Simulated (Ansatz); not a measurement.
Given:

End structure of a constructed model of the (110) surface of bcc Nb, a layer of Rh in place of the second plane (bottom of the slab: a bare face, its two planes held):

```yaml
crystal:
  lattice:
    - [2.86732, 0.00000, 0.00000]
    - [-0.95577, 2.70334, 0.00000]
    - [0.00000, 0.00000, 27.50000]
  atoms:
    - { symbol: Nb, position: [0.50000, 0.50000, 0.29197] }
    - { symbol: Nb, position: [0.00000, 0.00000, 0.37710] }
    - { symbol: Nb, position: [0.50000, 0.50000, 0.46221] }
    - { symbol: Nb, position: [0.00000, 0.00000, 0.54659] }
    - { symbol: Rh, position: [0.50000, 0.50000, 0.62420] }
    - { symbol: Nb, position: [0.00000, 0.00000, 0.69888] }
```

Slab: 6 atoms, 11.4 Å thick at the start; k 14x14x1, smearing 0.1 eV, dipole-corrected; 2 atoms held, the rest relaxed; start symmetry kept, larger cells not searched; no spin, no spin-orbit, no U. In PBE it lies 0.31 eV a 1x1 cell over the lowest computed structure of the same composition (a layer of Rh in place of the third plane).

What work function of the top face does PBE in Ansatz (a quantum-chemistry and plane-wave program) give?

4.47 eV
